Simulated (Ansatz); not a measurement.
The parent structure is SiC in the wurtzite structure (space group P6_3mc, No. 186; a = 3.092 Å, c = 5.074 Å).

Calculations: PBE (Ansatz, a program for electronic structure, PAW, scalar-relativistic without spin-orbit coupling), earlier PAW set.

One change was made to it. Results:

The electron mass remains 0.27 mₑ along c, 0.44 mₑ across (at K); the smallest direct gap remains 3.95 eV; the band gap hardly moves (2.31 eV against 2.30 eV); the lattice parameter a decreases by 0.003 Å to 3.089 Å.

Problem. What was done to the base?
A. pressure 10 GPa
B. pressure 0.7 GPa
C. pressure −1 GPa
D. pressure 3 GPa
E. pressure 5 GPa

Solution. B, pressure 0.7 GPa. For comparison, the lattice parameter a in the other runs: pressure 5 GPa gives 3.069 Å; pressure −1 GPa gives 3.097 Å; pressure 10 GPa gives 3.048 Å; pressure 3 GPa gives 3.078 Å.

Load acts through the strain it causes; cell and atoms are relaxed under it. Effective masses come from finite differences of ±0.01 Å⁻¹. Stability against distortions was not tested. No other phases were tried under pressure.
